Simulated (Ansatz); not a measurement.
The starting structures come from a database of crystals and need not be the phases stable at ambient conditions.

 Where the default PAW files enter, the runs use the earlier of Ansatz's two default sets.

Inside the gap of an insulator the Bloch states are evanescent, with a wavenumber k + iκ along the transport direction.

Here is the system:

```xyz
6
Lattice="4.8159 -0.1281 0.0336 0.9630 5.2158 0.0827 2.4331 -0.4871 2.3881" Properties=species:S:1:pos:R:3 pbc="T T T"
Na     4.5608     3.7073     2.3174
Na     3.6512     0.8933     0.1870
H      1.0152     2.0642     0.6283
H      7.1968     2.5364     1.8761
O      6.8930     3.3291     2.3473
O      1.3190     1.2716     0.1571
```

Space group of this cell: P2_1/m. The cell was relaxed by PBE-D3(BJ); by PBEsol its mean pressure is 0.5 GPa.

Transport runs along the normal of the first two printed cell vectors.

The gap is the functional's own. No spin-orbit coupling. Mid-gap values are interpolated on the energy grid.

### Question
Predict the band gap and the smallest decay constant κ at mid-gap from PBEsol (Ansatz, a quantum-chemistry and plane-wave program).

### Answer
Gap 3.28 eV on a 12×6×12 mesh; κ = 0.339 1/Å, at the zone centre.
